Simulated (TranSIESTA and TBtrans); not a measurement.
Junction: Sn chain with one C atom inserted. Leads: straight Sn chain, spacing 2.915 Å. Geometry: 3 atoms about the centre moved by SIESTA (PBE, DZP) to a largest force of 0.01 eV/Å, all others as built, motion along the axis alone. Transport runs along z; the first 4 and the last 4 of the 15 atoms are the lead cells, repeated to infinity.

```xyz
15
Lattice="9.000 0.000 0.000 0.000 9.000 0.000 0.000 0.000 41.945" Properties=species:S:1:pos:R:3 pbc="F F T"
Sn     4.500     4.500     0.000
Sn     4.500     4.500     2.915
Sn     4.500     4.500     5.830
Sn     4.500     4.500     8.745
Sn     4.500     4.500    11.660
Sn     4.500     4.500    14.575
Sn     4.500     4.500    17.523
C      4.500     4.500    19.515
Sn     4.500     4.500    21.507
Sn     4.500     4.500    24.455
Sn     4.500     4.500    27.370
Sn     4.500     4.500    30.285
Sn     4.500     4.500    33.200
Sn     4.500     4.500    36.115
Sn     4.500     4.500    39.030
```

Run with TranSIESTA and TBtrans (open boundaries, self-consistent; PseudoDojo norm-conserving potentials, scalar-relativistic): PAO.BasisSize DZP, PAO.EnergyShift 0.15 eV, XC.Authors PBE, Mesh.Cutoff 200 Ry, ElectronicTemperature 300 K, TS.Voltage 0.0 eV, TBT.Elecs.Eta 0.001 eV, no spin polarisation.

Energies count from the leads' Fermi level. Transmissions are for one spin of a degenerate pair. The energy step is 0.01 eV; narrower resonances are cut or missed.

| E (eV) | T |
|---|---|
| -0.20 | 1.75 |
| -0.15 | 1.81 |
| -0.10 | 1.84 |
| -0.05 | 1.87 |
| 0.00 | 1.89 |
| 0.05 | 1.90 |
| 0.10 | 1.91 |
| 0.15 | 1.91 |
| 0.20 | 1.92 |

Task: Give the zero-bias conductance in μS and the resistance at 300 K.

Result: At the Fermi level T = 1.89. Averaged with −∂f/∂E over the full grid (kT = 25.9 meV) it is 1.89. With G0 = 2e²/h = 77.48 μS, G = 146 μS and R = 1/G = 6.85 kΩ.

Task: The eigenchannels at the Fermi level transmit 0.697, 0.697, 0.494. What Fano factor of the shot noise follows at low temperature and bias?

Result: F = Σ τ(1 − τ)/Σ τ = 0.672/1.89 = 0.36.

The straight chain is held at its spacing; free chains may zigzag or dimerise. No spin-polarised start was tried, so a magnetic state, if there is one, is missed.
